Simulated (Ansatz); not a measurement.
**Ansatz (an electronic-structure program) run on LuTlSe₂ (R-3m, 4 atoms in the cell): self-consistent single point**

Level of theory: LDA (PW92), default PAW files made with PBE (plane waves; Ansatz).

Input:

Ansatz 0.2 input:
```yaml
# LuTlSe2
crystal:
  lattice:
    - [2.045664, 1.181065, 7.761538]
    - [-2.045664, 1.181065, 7.761538]
    - [0.000000, -2.362129, 7.761538]
  atoms:
    - { symbol: Lu, position: [0.000000, 0.000000, 0.000000] }
    - { symbol: Tl, position: [0.500000, 0.500000, 0.500000] }
    - { symbol: Se, position: [0.733137, 0.733137, 0.733137] }
    - { symbol: Se, position: [0.266863, 0.266863, 0.266863] }
basis:
  ecutwfc: 420.0 eV
kpoints:
  mp_grid: { grid: [7, 7, 7] }
hamiltonian:
  xc: lda
  pseudopotentials: { kind: paw }
scf:
  occupations: { method: fixed }
output:
  forces: true
  eigenvalues: true
  stress: true
```

The program printed (abridged):

```
WARN ansatz: RAYON_NUM_THREADS=1 ignored (pool sized by the plan → 1); use --threads N
basis.fft_grid_basis auto: the FFT boxes are laid along the combinations [[1, 0, -1], [0, 1, -1], [0, 0, 1]] of the cell's own vectors, 4.091, 4.091 and 8.113 …
Pseudopotentials: kind: paw
Pseudopotential: Lu, paw, valence charge 25
Pseudopotential: Tl, paw, valence charge 13
Pseudopotential: Se, paw, valence charge 16
Crystal: 4 atoms, lattice volume = 112.514 Å³
Basis set: ecut = 420 eV, 2203 PW (Γ), FFT grids on a1−a3, a2−a3, a3
Bands: 42, of which v1, the nominal top of the filled ones, is band 35 counted from 1 (34 counted from 0)
Symmetry: 12 space group operations
Space group: R-3m (ITA 166), of the structure as read, at distance tolerance 4.8e-5 Å
k-points: 44 of 343
PAW frozen core: Lu, regenerated for the run's functional, and the local potential with it
PAW frozen core: Tl, regenerated for the run's functional, and the local potential with it
PAW frozen core: Se, regenerated for the run's functional, and the local potential with it
Initial density: superposition of atomic densities (neutral atoms: chi_scale 0, normalization atom), corrected by the library's trained network
Initial wavefunctions: pseudopotential atomic-orbital guess
Eigensolver: davidson
Functional: x = slater, c = lda
SCF iter   1: F=—  HF=-36411.193652 eV  |F-HF|=—  |Δ(HF+E_count)|=         —  Δρ=4.39e-3  dr2=1.84e-2  ethr=1.77e-3  ⟨swp⟩=5.0  Hψ=6683  notcnv=0  defer=174
all-band conjugate gradients solve this SCF's bands
preconditioner: auto → Resta (q_TF=auto, 2.521 Å⁻¹)
SCF iter   2: F=—  HF=-36411.186818 eV  |F-HF|=—  |Δ(HF+E_count)|=   6.83e-3  Δρ=2.45e-3  dr2=5.10e-3  ethr=2.63e-5  ⟨swp⟩=3.0  Hψ=3912  notcnv=0  defer=215
SCF iter   3: F=—  HF=-36411.186400 eV  |F-HF|=—  |Δ(HF+E_count)|=   4.17e-4  Δρ=9.36e-4  dr2=8.96e-4  ethr=7.29e-6  ⟨swp⟩=2.6  Hψ=3454  notcnv=0  defer=216
SCF iter   4: F=—  HF=-36411.185465 eV  |F-HF|=—  |Δ(HF+E_count)|=   9.35e-4  Δρ=4.54e-4  dr2=2.28e-4  ethr=1.28e-6  ⟨swp⟩=3.0  Hψ=4345  notcnv=0  defer=217
SCF iter   5: F=—  HF=-36411.185417 eV  |F-HF|=—  |Δ(HF+E_count)|=   4.81e-5  Δρ=7.76e-5  dr2=9.68e-6  ethr=3.25e-7  ⟨swp⟩=2.0  Hψ=3288  notcnv=0  defer=177
SCF iter   6: F=—  HF=-36411.185414 eV  |F-HF|=—  |Δ(HF+E_count)|=   3.47e-6  Δρ=3.70e-5  dr2=2.10e-6  ethr=1.38e-8  ⟨swp⟩=3.0  Hψ=3593  notcnv=0  defer=73
SCF iter   7: F=—  HF=-36411.185413 eV  |F-HF|=—  |Δ(HF+E_count)|=   6.71e-7  Δρ=1.58e-5  dr2=4.86e-7  ethr=3.00e-9  ⟨swp⟩=2.7  Hψ=3525  notcnv=0  defer=72
SCF iter   8: F=-36411.185413 eV  HF=-36411.185413 eV  |F-HF|=3.64e-11  |Δ(HF+E_count)|=   5.48e-8  Δρ=4.17e-6  dr2=3.97e-8  ethr=1.43e-10  ⟨swp⟩=12.4  Hψ=13537  notcnv=0
SCF 1 converged in 8 iterations: F = -36411.185413 eV  dr2 = 3.97e-8
SCF converged after 8 iterations
Free energy (F): -36411.185413 eV
Harris-Foulkes:  -36411.185413 eV  (|F-HF|=3.64e-11)
Internal energy: -36411.185413 eV  (E = F + TS)
E sigma→0 (E₀):  -36411.185413 eV
Fermi energy:    9.179384 eV
--- Per-component energies (eV) ---
  E_band       = -851.671511
  E_kinetic    = 988.429830
  E_local      = -14582.402257  (includes V_loc(G=0)·N_el)
  E_nonlocal   = -269.694444
  E_hartree    = 6554.194219
  E_xc         = -653.210518
  E_vxc        = -598.675588  (∫ρ·V_xc dr)
  E_paw        = -20655.448390  (= ΣΔE_a)
  E_vpaw       = 502.278080  (= ΣTr[D̂ρ^β])
  E_aug_tail   = -0.001154  (compensation charges beyond the density's cutoff)
  E_ewald      = -7799.664500
  E_core_change = 6.611799  (= ΣΔE_core)
  E_smearing   = -0.000000  (= −TS)
  E_closure    = -0.000000  (closes the sum)
  Σ components = -36411.185413   (vs F -36411.185413, Δ=0.00e0)
--- Forces (eV/Å), atoms counted from 1 ---
  atom   1  Lu    -0.00000000     0.00000000    -0.00000000
  atom   2  Tl     0.00000000     0.00000000     0.00000000
  atom   3  Se     0.00000000    -0.00000000    -0.06447553
  atom   4  Se     0.00000000     0.00000000     0.06447553
  max |Σ_I F_I| component: 1.16e-18 eV/Å
--- Stress (GPa, compression-positive) ---
       -3.795325       0.000000       0.000000
        0.000000      -3.795325      -0.000000
       -0.000000      -0.000000      -4.095628
  P = ⅓ Tr σ = -3.8954 GPa (-38.954 kbar)
  The stress holds the Pulay correction. Without it, at fixed plane waves, as pw.x and ABINIT print it: P = -3.9267 GPa
--- Band table (eV; the first three rows and the last of 44) ---
  k-point 0: bands = ["-47.1581", "-38.0300", "-38.0299", "-38.0298", "-38.0298", "-38.0296", "-38.0296", "-38.0162", "-38.0162", "-38.0161", "-38.0161", "-17.8728", "-17.8037", "-17.8037", "-4.0111", "-3.1797", "-1.9989", "-1.9989", "-1.9448", [...]
  k-point 1: bands = ["-47.1578", "-38.0299", "-38.0299", "-38.0298", "-38.0298", "-38.0296", "-38.0296", "-38.0162", "-38.0161", "-38.0161", "-38.0161", "-17.8690", "-17.8208", "-17.8074", "-3.8749", "-3.1958", "-1.9988", "-1.9762", "-1.9282", [...]
  k-point 2: bands = ["-47.1571", "-38.0299", "-38.0299", "-38.0298", "-38.0297", "-38.0296", "-38.0295", "-38.0161", "-38.0161", "-38.0160", "-38.0160", "-17.8626", "-17.8569", "-17.8156", "-3.5567", "-3.2113", "-2.0106", "-1.9253", "-1.8974", [...]
  k-point 43: bands = ["-47.1578", "-38.0299", "-38.0299", "-38.0298", "-38.0298", "-38.0296", "-38.0296", "-38.0162", "-38.0161", "-38.0161", "-38.0161", "-17.8690", "-17.8208", "-17.8073", "-3.7977", "-3.2962", "-2.0022", "-1.9761", "-1.9267", [...]
```

The run converged in 8 iterations.

The starting cell comes from a database of computed structures (which also holds hypothetical and non-ambient phases and stackings), without a prior relaxation at this level. Its lattice was rescaled by up to half a per cent. Spin-orbit coupling is off. With a pressure of about -4 GPa the cell is away from its equilibrium volume at this level. Ansatz's pressure includes its estimate of the finite-basis (Pulay) stress.
